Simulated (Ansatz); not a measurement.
# BeSe: isotropic strain −0.50 %

The reference is BeSe in the zinc blende structure (space group F-43m, No. 216; a = 5.178 Å).

One thing is altered: every lattice vector is shortened by 0.50 %; the atoms relax in the strained cell.

Level of theory: PBE (Ansatz, a program for electronic structure, PAW, without spin-orbit coupling). Settings: 11×11×11 k-points, 0.05 eV Fermi–Dirac smearing.

Volume per atom: 17.09 Å³ (base 17.35 Å³)
Shortest interatomic distance: 2.231 Å (base 2.242 Å)
Energy relative to the base (free energy F): +0.9 meV/atom
Band gap: 2.64 eV (base 2.67 eV)
Gap character: indirect, Γ → X (base indirect, Γ → X)
Mean gap deformation potential ΔEg/Δln V: +2.1 eV
Width of the top valence band: 3.27 eV (base 3.20 eV)
Electron mass: 0.85 mₑ along k, 0.27 mₑ across (at X) (base 0.90 mₑ along k, 0.27 mₑ across (at X))
Hole mass (degenerate bands, along [100]): 0.24, 0.47, 0.47 mₑ (at Γ) (base 0.24, 0.48, 0.48 mₑ (at Γ))

Final structure:

```
BeSe
1.0
    0.00000     2.57584     2.57584
    2.57584     0.00000     2.57584
    2.57584     2.57584     0.00000
Be Se
1 1
Direct
  0.00000   0.00000   0.00000
  0.25000   0.25000   0.25000
```

Cost of the whole job for the changed cell (relaxation, final SCF and bands): about 5 core-seconds (a rough figure).

Masses are band curvatures over ±0.01 Å⁻¹ around the edge. Along k means along the line from Γ to the band edge. Gaps are Kohn–Sham eigenvalue differences; semilocal functionals usually give less than the measured gap. Stability against distortions was not tested.
